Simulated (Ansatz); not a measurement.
The parent structure is AgI in the zinc blende structure (space group F-43m, No. 216; a = 6.628 Å).

All numbers come from Kohn–Sham DFT with the PBE functional, run in Ansatz (a quantum-chemistry and plane-wave program) with PAW and 420 eV plane waves, no SOC.

Carriers are added at fixed cell with a uniform background; the Fermi–Dirac width is that of 300 K.

One change was made to it. Results:

The Fermi level relative to the doped band's edge (positive inside the band; to 0.05 eV) amounts to +0.15 eV; the gap between the host's bands rises by 0.053 eV, from 1.34 eV to 1.40 eV; the gap character remains direct at Γ.

Question: What was done to the base?
A. electrons 5.0×10^21 cm⁻³
B. electrons 1.5×10^21 cm⁻³
C. holes 1.0×10^21 cm⁻³

Answer: C, holes 1.0×10^21 cm⁻³. For comparison, the Fermi level from band edge in the other runs: electrons 5.0×10^21 cm⁻³ gives +1.75 eV; electrons 1.5×10^21 cm⁻³ gives +1.25 eV.

Charged cell with a jellium background: band edges are those of the host's band count, energies are not comparable with the neutral cell, and many-body gap narrowing is missing. With I present, leaving out spin-orbit coupling can change the band edges. Whether these cells are dynamically stable was not tested.
